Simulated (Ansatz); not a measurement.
# Sn: response to strain

The parent structure is Sn (space group I4_1/amd, No. 141; a = 5.888 Å, c = 3.187 Å; relaxed with 0.1 eV smearing). Axes: x, y, z lie along a, b, c of the conventional cell.

Strains are applied to the cell and any free atomic positions relax; under biaxial strain the out-of-plane vector relaxes too; under stress the whole cell relaxes.

Computed with Kohn–Sham DFT with the r2SCAN functional, run in Ansatz (an electronic-structure program) with PAW and 500 eV plane waves, scalar-relativistic without spin-orbit coupling, earlier PAW set.

Notes on the quantities. pressure: mean of the normal stresses, compression positive; energy relative to the base: free energy F.

| case | shortest interatomic distance | pressure | energy relative to the base | space group |
|---|---|---|---|---|
| base | 3.050 Å | 0.0 GPa | 0 meV/atom | I4_1/amd (No. 141) |
| biaxial strain −4.86 %, plane normal [001], relaxed out of plane | 2.924 Å | 3.7 GPa | +46 meV/atom | I4_1/amd (No. 141) |
| biaxial strain −1.82 %, plane normal [001], relaxed out of plane | 3.001 Å | 1.5 GPa | +6.3 meV/atom | I4_1/amd (No. 141) |
| biaxial strain −0.69 %, plane normal [001], relaxed out of plane | 3.031 Å | 0.6 GPa | +0.9 meV/atom | I4_1/amd (No. 141) |
| biaxial strain +1.04 %, plane normal [001], relaxed out of plane | 3.078 Å | -0.7 GPa | +2.1 meV/atom | I4_1/amd (No. 141) |
| isotropic strain +1.24 % | 3.088 Å | -1.8 GPa | +6.1 meV/atom | I4_1/amd (No. 141) |
| uniaxial strain ε_yy = −2.88 % | 3.012 Å | 1.7 GPa | +5.7 meV/atom | Imma (No. 74) |
| uniaxial strain ε_yy = −0.83 % | 3.038 Å | 0.5 GPa | +0.5 meV/atom | Imma (No. 74) |
| uniaxial stress, 2 GPa compression along z | 3.060 Å | – | +3.6 meV/atom | I4_1/amd (No. 141) |

A biaxial case was relaxed in a doubled cell and then solved in the primitive one. Beyond what the load breaks, stability against distortions was not tested.
